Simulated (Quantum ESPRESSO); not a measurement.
Worked example: self-consistent single point of NaH (Fm-3m, 2 atoms in the cell) in Quantum ESPRESSO.

Computed with PBE, PseudoDojo standard norm-conserving (PBE) pseudopotentials (plane waves; Quantum ESPRESSO).

```
CELL_PARAMETERS angstrom
     -2.38427     0.00000     2.38427
      0.00000     2.38427     2.38427
     -2.38427     2.38427     0.00000
ATOMIC_POSITIONS crystal
  Na 0.00000 0.00000 0.00000
  H  0.50000 0.50000 0.50000
```

Reference input (self-consistent single point, DFT, PBE, plane waves, PseudoDojo standard norm-conserving (PBE) pseudopotentials): ecutwfc = 90 Ry; occupations = smearing; smearing = gaussian; degauss = 0.00147 Ry; potentials = {Na: Na.upf, H: H.upf}; K_POINTS = automatic 10 10 10 0 0 0; conv_thr = 1e-10 Ry. This run's input differs from it in these lines:

```diff
@@ -13,3 +13,3 @@
     ntyp = 2
-    ecutwfc = 90
+    ecutwfc = 45
     occupations = 'smearing'
```

Output (repeated stretches shortened):

```
     Self-consistent Calculation

     iteration #  1     ecut=    45.00 Ry     beta= 0.70

     total energy              =     -92.20058351 Ry
     estimated scf accuracy    <       0.13528959 Ry

     iteration #  2     ecut=    45.00 Ry     beta= 0.70

     total energy              =     -92.22602390 Ry
     estimated scf accuracy    <       0.00339682 Ry

     iteration #  3     ecut=    45.00 Ry     beta= 0.70

     total energy              =     -92.22669287 Ry
     estimated scf accuracy    <       0.00013623 Ry

   [... 2 blocks of this kind left out ...]

     iteration #  6     ecut=    45.00 Ry     beta= 0.70

     total energy              =     -92.22670165 Ry
     estimated scf accuracy    <          2.8E-09 Ry

     iteration #  7     ecut=    45.00 Ry     beta= 0.70
     End of self-consistent calculation

     the Fermi energy is     2.6750 ev

!    total energy              =     -92.22670165 Ry
     estimated scf accuracy    <          3.5E-11 Ry
     smearing contrib. (-TS)   =      -0.00000000 Ry
     internal energy E=F+TS    =     -92.22670165 Ry

     convergence has been achieved in   7 iterations

     Forces acting on atoms (cartesian axes, Ry/au):

     atom    1 type  1   force =     0.00000000    0.00000000    0.00000000
     atom    2 type  2   force =    -0.00000000   -0.00000000    0.00000000

     Total force =     0.000000     Total SCF correction =     0.000000

          total   stress  (Ry/bohr**3)                   (kbar)     P=    -1406.55
  -0.00956151   0.00000000  -0.00000000        -1406.55        0.00       -0.00
   0.00000000  -0.00956151   0.00000000            0.00    -1406.55        0.00
   0.00000000   0.00000000  -0.00956151            0.00        0.00    -1406.55

   JOB DONE.
```

The run converged in 7 iterations. Against the reference run the free energy rises by 2.70 eV/atom, the pressure goes from 1.03 to -140.7 GPa and the gap on the mesh goes from 3.852 to 3.746 eV.

The starting cell comes from a database of computed structures (which also holds hypothetical and non-ambient phases and stackings), without a prior relaxation at this level. Its lattice was rescaled by a random factor within 2.5 % of one. At the lowered cutoff the pressure carries the error of an incomplete plane-wave basis.
